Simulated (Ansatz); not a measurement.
```yaml
crystal:
  lattice:
    - [23.00000, 0.00000, 0.00000]
    - [0.00000, 23.00000, 0.00000]
    - [0.00000, 0.00000, 5.64459]
  atoms:
    - { symbol: P, position: [0.70564, 0.50000, 0.66648] }
    - { symbol: P, position: [0.74715, 0.58031, 0.83352] }
    - { symbol: P, position: [0.75987, 0.50000, 0.33352] }
    - { symbol: P, position: [0.66637, 0.62087, 0.66648] }
    - { symbol: P, position: [0.65275, 0.71024, 0.83352] }
    - { symbol: P, position: [0.69558, 0.56355, 0.16648] }
    - { symbol: P, position: [0.71024, 0.65275, 0.33352] }
    - { symbol: P, position: [0.56355, 0.69558, 0.66648] }
    - { symbol: P, position: [0.50000, 0.75987, 0.83352] }
    - { symbol: P, position: [0.62087, 0.66637, 0.16648] }
    - { symbol: P, position: [0.58031, 0.74715, 0.33352] }
    - { symbol: P, position: [0.43645, 0.69558, 0.66648] }
    - { symbol: P, position: [0.34725, 0.71024, 0.83352] }
    - { symbol: P, position: [0.50000, 0.70564, 0.16648] }
    - { symbol: P, position: [0.41969, 0.74715, 0.33352] }
    - { symbol: P, position: [0.33363, 0.62087, 0.66648] }
    - { symbol: P, position: [0.25285, 0.58031, 0.83352] }
    - { symbol: P, position: [0.37913, 0.66637, 0.16648] }
    - { symbol: P, position: [0.28976, 0.65275, 0.33352] }
    - { symbol: P, position: [0.29436, 0.50000, 0.66648] }
    - { symbol: P, position: [0.25285, 0.41969, 0.83352] }
    - { symbol: P, position: [0.30442, 0.56355, 0.16648] }
    - { symbol: P, position: [0.24013, 0.50000, 0.33352] }
    - { symbol: P, position: [0.33363, 0.37913, 0.66648] }
    - { symbol: P, position: [0.34725, 0.28976, 0.83352] }
    - { symbol: P, position: [0.30442, 0.43645, 0.16648] }
    - { symbol: P, position: [0.28976, 0.34725, 0.33352] }
    - { symbol: P, position: [0.43645, 0.30442, 0.66648] }
    - { symbol: P, position: [0.50000, 0.24013, 0.83352] }
    - { symbol: P, position: [0.37913, 0.33363, 0.16648] }
    - { symbol: P, position: [0.41969, 0.25285, 0.33352] }
    - { symbol: P, position: [0.56355, 0.30442, 0.66648] }
    - { symbol: P, position: [0.65275, 0.28976, 0.83352] }
    - { symbol: P, position: [0.50000, 0.29436, 0.16648] }
    - { symbol: P, position: [0.58031, 0.25285, 0.33352] }
    - { symbol: P, position: [0.66637, 0.37913, 0.66648] }
    - { symbol: P, position: [0.74715, 0.41969, 0.83352] }
    - { symbol: P, position: [0.62087, 0.33363, 0.16648] }
    - { symbol: P, position: [0.71024, 0.34725, 0.33352] }
    - { symbol: P, position: [0.69558, 0.43645, 0.16648] }
```

Computed with PBE (plane waves to 420 eV, PAW; Ansatz, a program for electronic structure). Mesh 1×1×6. No spin polarisation. One-dimensional cell, images about 11 Å apart. A hypothetical model, rolled from the flat sheet. Symmetry and one short period hold its shape; lower forms weren't sought.

### Question
Tabulate the two highest filled and two lowest empty levels along the axis, from the valence top.

### Answer
```tsv
k (2π/c)	v2 (eV)	v1 (eV)	c1 (eV)	c2 (eV)
0.000	0.00	0.00	1.68	1.98
0.042	-0.01	-0.01	1.68	2.00
0.083	-0.04	-0.04	1.68	2.05
0.125	-0.08	-0.08	1.68	2.14
0.167	-0.10	-0.10	1.68	2.18
0.208	-0.11	-0.11	1.67	2.13
0.250	-0.13	-0.13	1.66	1.92
0.292	-0.16	-0.16	1.64	1.80
0.333	-0.19	-0.19	1.64	1.77
0.375	-0.23	-0.23	1.64	1.79
0.417	-0.27	-0.27	1.67	1.77
0.458	-0.28	-0.28	1.71	1.85
0.500	-0.30	-0.30	1.79	1.79
```
